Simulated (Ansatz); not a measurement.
End structure of a constructed model of the (111) surface of fcc Pd, a pseudomorphic layer of Mn in the other hollow (bottom of the slab: a bare face, its two planes held):

```yaml
crystal:
  lattice:
    - [2.78861, 0.00000, 0.00000]
    - [-1.39431, 2.41501, 0.00000]
    - [0.00000, 0.00000, 30.00000]
  atoms:
    - { symbol: Pd, position: [0.33333, 0.66667, 0.27006] }
    - { symbol: Pd, position: [0.66667, 0.33333, 0.34595] }
    - { symbol: Pd, position: [0.00000, 0.00000, 0.42157] }
    - { symbol: Pd, position: [0.33333, 0.66667, 0.49746] }
    - { symbol: Pd, position: [0.66667, 0.33333, 0.57366] }
    - { symbol: Pd, position: [0.00000, 0.00000, 0.65137] }
    - { symbol: Mn, position: [0.66667, 0.33333, 0.72224] }
```

Model: 7-atom slab, 13.8 Å thick at the start, 15x15x1 mesh, Fermi-Dirac 0.1 eV, dipole correction, 2 atoms held, the rest relaxed; start symmetry kept, larger cells not searched; spin-polarised, ending with about 4.4 μB a cell; orders that need a larger cell were not tried, no spin-orbit, no U. In PBE it is, or lies within 0.01 eV a 1x1 cell of, the lowest of the 2 structures of its composition computed so far; larger cells were not tried.

Problem. What work function of the top face does PBE (Ansatz, a quantum-chemistry and plane-wave program) give?

Solution. 4.20 eV
